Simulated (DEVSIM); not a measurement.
Device: abrupt Si p-n junction, at 300 K.

Layer 1 from the left is Si, thickness (μm) 0.650, Na (cm⁻³) 2e16, τn (s) 5.5e-7, τp (s) 5.5e-7. Layer 2 from the left is Si, thickness (μm) 32.0, Nd (cm⁻³) 1.5e17, τn (s) 5.5e-7, τp (s) 5.5e-7.

Left contact: ohmic. Right contact: ohmic. Voltage is applied to the left contact. Recombination: SRH at mid-gap. Mobility is μmin + (μ − μmin)/(1 + (N/Nref)^α).

The device is made up for the run: typed textbook-type constants, with dimensions and the other settings drawn at random. Values at 300 K.

Si: gap (eV) 1.124, affinity (eV) 4.05, permittivity 11.7, Nc (cm⁻³) 2.86e19, Nv (cm⁻³) 3.1e19, μn (cm²/Vs) 1417, μp (cm²/Vs) 470, μn,min 52, μp,min 45, Nref,n 9.7e16, Nref,p 2.2e17, αn 0.68, αp 0.72.

Model (solved in DEVSIM): 1D drift-diffusion, Boltzmann statistics, complete ionisation; no tunnelling, impact ionisation, image-force lowering or self-heating.

Task: What does the simulation give for the potential step across the device at zero bias, the dark forward voltage at 1 A/cm², the dark forward voltage at 100 A/cm²?

Result: potential step across the device at zero bias 0.798 V; dark forward voltage at 1 A/cm² 0.555 V; dark forward voltage at 100 A/cm² 0.698 V.
